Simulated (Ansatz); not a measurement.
The slab is Si(111) 1x1 surface, 6 top atoms, 3 bilayers, bottom bilayer H-capped and fixed, every top atom capped by H; cell 11.5 x 6.6 Å; one H replaced by SH; about 7 Å thick over the host's atoms, 18 atoms held. Level of theory: PBE-D3(BJ) (plane waves to 420 eV, PAW; Ansatz, an electronic-structure program). Sampling: 1x2x1 k points. The slab states were run without spin polarisation. No spin-orbit coupling. No Hubbard U. Slab thickness, cell and mesh are as stated and are not converged limits. No zero-point or entropy terms are included. Each state was relaxed from one prepared geometry.

One WF6 a cell is brought to Si(111):H with one SH. Relaxed result near the molecule:

```
atom    x (Å)  y (Å)   z (Å)
-----  ------  -----  ------
H(14)  -0.010  6.675  11.017
H(15)   1.922  3.335  11.020
H(30)   3.884  6.661  10.985
H(48)   5.577  4.507  11.879
W(a0)   2.588  6.474  14.091
F(a1)   1.966  5.483  12.644
F(a2)   3.215  7.465  15.529
F(a3)   2.495  8.017  13.060
F(a4)   2.677  4.922  15.106
F(a5)   4.339  6.193  13.521
F(a6)   0.840  6.745  14.654
```

Task: What is the adsorption energy against the free WF6 and the slab before, and how much of it is dispersion?

Result: -0.31 eV (negative: bound); the D3 term gives -0.30 eV of it. Its closest contacts to the rest of the cell: F(a5)...H(30) 2.62 Å, F(a5)...H(48) 2.66 Å, F(a1)...H(15) 2.69 Å.
